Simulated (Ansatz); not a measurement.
**Fermi-surface data of NiAl (R-3m)**

Input:

```
CELL_PARAMETERS angstrom
      2.85954    -0.00366    -0.00366
     -0.00366     2.85954    -0.00366
     -0.00366    -0.00366     2.85954
ATOMIC_POSITIONS crystal
  Al 0.50000 0.50000 0.50000
  Ni 0.00000 0.00000 0.00000
```

These are PBEsol, rigid bands (plane waves, PAW, scalar-relativistic; Ansatz, a first-principles code) values and carry that method's errors. Condition of this run: uniaxial stress along [111] of 1 GPa (compression positive) (the target of the relaxation). Geometry: cell and atoms relaxed with PBEsol, then loaded as said.

density of states at the Fermi level: 0.808 states/(eV·cell), both spins
bare Sommerfeld coefficient: 0.95 mJ/(mol of atoms·K²)
Drude plasma energy: 7.2 eV
root-mean-square Fermi velocity: 7.6e5 m/s
resistivity times τ: 9.3 ×10⁻²² Ω·m·s

A metal at this level (no band gap); rigid bands, thermally averaged at 300 K, both spins. Spin-orbit coupling is left out. τ is one relaxation time for all states.

Treated as nonmagnetic (a ferromagnetic start lost its moment, other orders weren't tried): NiAl (R-3m).
